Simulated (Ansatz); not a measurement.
Start from W in the bcc (W type) structure (space group Im-3m, No. 229; a = 3.1688 Å; relaxed with 0.1 eV smearing). Axes: x, y, z lie along the cube axes.

The values are results of DFT with r2SCAN, PAW potentials and a 500 eV plane-wave cutoff in Ansatz (a quantum-chemistry and plane-wave program), no spin-orbit coupling, not measurements.

For the base:

| Quantity | Value |
|---|---|
| Band gap | zero |
| Pressure | 0.0 GPa |

Now apply this change: biaxial strain +0.14 %, plane normal [110], relaxed out of plane (Cartesian); in-plane vectors clamped, the third vector and the atoms free.

Q: Predict the new out-of-plane strain, band gap and pressure.

A: The out-of-plane strain comes out as -0.11 %; the band gap remains zero; the pressure (mean of the normal stresses, compression positive) goes from zero to -0.5 GPa.

Whether these cells are dynamically stable was not tested. All final runs are without spin polarisation.
